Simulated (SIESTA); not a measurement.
A self-consistent single point of ZnPdF6 (R-3, 8 atoms in the cell) with SIESTA.

Computed with LDA PW92, numerical atomic orbitals TZP, PseudoDojo LDA standard norm-conserving potentials (rewritten from UPF to PSML) (SIESTA).

The change in words: lattice scaled by 1.015. Reference geometry:
```
CELL_PARAMETERS angstrom
      2.47500     1.42894     4.56333
     -2.47500     1.42894     4.56333
      0.00000    -2.85788     4.56333
ATOMIC_POSITIONS crystal
  F  0.24400 0.62400 0.90700
  F  0.90700 0.24400 0.62400
  F  0.62400 0.90700 0.24400
  F  0.75600 0.37600 0.09300
  F  0.09300 0.75600 0.37600
  F  0.37600 0.09300 0.75600
  Pd 0.00000 0.00000 0.00000
  Zn 0.50000 0.50000 0.50000
```

Reference input (self-consistent single point, DFT, LDA PW92, numerical atomic orbitals TZP, PseudoDojo LDA standard norm-conserving potentials (rewritten from UPF to PSML)): XC.functional = LDA; XC.authors = PW92; potentials = PseudoDojo LDA standard; PAO.BasisSize = TZP; PAO.EnergyShift = 0.005 Ry; MeshCutoff = 300 Ry; kgrid.MonkhorstPack = 4 4 4; OccupationFunction = MP; OccupationMPOrder = 0; ElectronicTemperature = 0.136 eV; MaxSCFIterations = 150; SCF.Mixer.Method = Broyden. This run's input differs from it in these lines:

```diff
@@ -13,5 +13,5 @@
 %block LatticeVectors
-     2.475000000    1.428942000    4.563333000
-    -2.475000000    1.428942000    4.563333000
-     0.000000000   -2.857884000    4.563333000
+     2.512125000    1.450376000    4.631783000
+    -2.512125000    1.450376000    4.631783000
+     0.000000000   -2.900752000    4.631783000
 %endblock LatticeVectors
@@ -19,10 +19,10 @@
 %block AtomicCoordinatesAndAtomicSpecies
-    -0.940500000   -1.351779132    8.099916075  1
-     1.640925000   -0.138607374    8.099916075  1
-    -0.700425000    1.490386506    8.099916075  1
-     0.940500000    1.351779132    5.590082925  1
-    -1.640925000    0.138607374    5.590082925  1
-     0.700425000   -1.490386506    5.590082925  1
+    -0.954607500   -1.372055696    8.221414825  1
+     1.665538875   -0.140686472    8.221414825  1
+    -0.710931375    1.512742168    8.221414825  1
+     0.954607500    1.372055696    5.673934175  1
+    -1.665538875    0.140686472    5.673934175  1
+     0.710931375   -1.512742168    5.673934175  1
      0.000000000    0.000000000    0.000000000  2
-     0.000000000    0.000000000    6.844999500  3
+     0.000000000    0.000000000    6.947674500  3
 %endblock AtomicCoordinatesAndAtomicSpecies
```

Output, abridged:

```
        iscf     Eharris(eV)        E_KS(eV)     FreeEng(eV)     dDmax    Ef(eV) dHmax(eV)
   scf:    1   -12774.660151   -13171.122779   -13171.136081  1.403034 -2.509438 95.854649
   scf:    2   -13228.095958   -13333.483549   -13333.499256  1.663915 -2.729869 33.965786
   scf:    3   -13378.078691   -13360.383041   -13360.383041  1.225206 -4.700324 12.605515
   scf:    4   -13366.644712   -13364.327653   -13364.327653  0.160766 -5.712370  4.479626
   scf:    5   -13364.519700   -13364.731639   -13364.731639  0.216140 -6.483782  1.761784
   [... 8 lines left out ...]
   scf:   14   -13364.827882   -13364.827882   -13364.827882  0.000035 -6.371084  0.000904
   scf:   15   -13364.827882   -13364.827882   -13364.827882  0.000017 -6.371194  0.000666
   scf:   16   -13364.827882   -13364.827882   -13364.827882  0.000011 -6.371275  0.000493
   scf:   17   -13364.827882   -13364.827882   -13364.827882  0.000009 -6.371344  0.000340
SCF Convergence by DM+H criterion
max |DM_out - DM_in|         :     0.0000087574
max |H_out - H_in|      (eV) :     0.0003402226
SCF cycle converged after 17 iterations

Using DM_out to compute the final energy and forces

siesta: E_KS(eV) =           -13364.8279

siesta: E_KS - E_eggbox =    -13364.8279

siesta: Atomic forces (eV/Ang):
     1    0.994835    0.295084   -1.059345
     2   -0.752968    0.714011   -1.059346
     3   -0.241867   -1.009095   -1.059346
     4   -0.994835   -0.295084    1.059345
     5    0.752968   -0.714011    1.059346
     6    0.241867    1.009095    1.059346
     7   -0.000000   -0.000000   -0.000000
     8   -0.000000    0.000000    0.000000
   Tot    0.000000    0.000000    0.000000
   Max    1.059346
   Res    0.741449    sqrt( Sum f_i^2 / 3N )
   Max    1.059346    constrained

   [... lines left out ...]
siesta: FreeEng =    -13364.827882
siesta: Cell volume =        101.256125 Ang**3
siesta:         -35.50089021         50.06614831  kBar
   [... lines left out ...]

              0.183

mulliken: Qtot =       80.000

Mulliken Atomic Populations:
Atom #   charge [q] valence [e]  Species
     1    -0.248710    7.248710  F
     2    -0.248710    7.248710  F
     3    -0.248710    7.248710  F
     4    -0.248710    7.248710  F
     5    -0.248710    7.248710  F
     6    -0.248710    7.248710  F
     7     0.692051   17.307949  Pd
     8     0.800209   19.199791  Zn
 Total     0.000000
```

The run converged in 17 iterations. Against the reference run the free energy goes up by 2.0 meV/atom, the pressure goes from 2.63 to -3.55 GPa, the largest force goes from 2.102 to 1.483 eV/Å and the gap on the mesh goes from 1.918 to 1.745 eV.

The starting cell comes from a database of published, mostly measured structures (it also holds non-ambient and calculated ones), without a prior relaxation at this level. For this run, on top of that: lattice scaled by 1.015. Values carry the incompleteness of an atom-centred basis. Forces in this geometry exceed 1 eV/Å.

Cost on one core of a shared machine: roughly 2 min.
